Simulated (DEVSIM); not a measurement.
System: Ru/Si3N4/p-GaSb capacitor, at 300 K.

| layer (left to right) | material | thickness (nm) | Na (cm⁻³) |
|---|---|---|---|
| 1 | Si3N4 | 2.60 | - |
| 2 | GaSb | 550 | 1.2e18 |

Metal gate on the left, work function 4.7 eV. Fixed charge at the semiconductor interface -3.9e10 cm⁻² (in units of +e); interface traps 2.9e11 cm⁻² eV⁻¹, uniform in energy, neutral level at 0.7 of the gap above the valence band.

This is a model device: material constants are rounded textbook-type values typed into the input, and sizes, dopings and lifetimes were drawn at random. Values at 300 K.

```tsv
parameter	Si3N4	GaSb
gap (eV)	5.1	0.726
affinity (eV)	2.1	4.06
permittivity	7.5	15.7
Nc (cm⁻³)	-	2.1e17
Nv (cm⁻³)	-	1.8e19
```

Simulated with DEVSIM: 1D Poisson equation in equilibrium, Boltzmann statistics, complete ionisation; no quantum confinement or tunnelling. Metal contacts follow the ideal Schottky-Mott rule: no Fermi-level pinning, no interface dipoles.

The fixed charge was swept, all else fixed.

```csv
fixed charge (cm^-2),flat-band voltage (V)
-4.84e12,0.28
-2.44e12,0.13
-3.9e10,-0.02
2.36e12,-0.17
4.76e12,-0.32
```

From the first row to the last the flat-band voltage goes from 0.28 to -0.32.
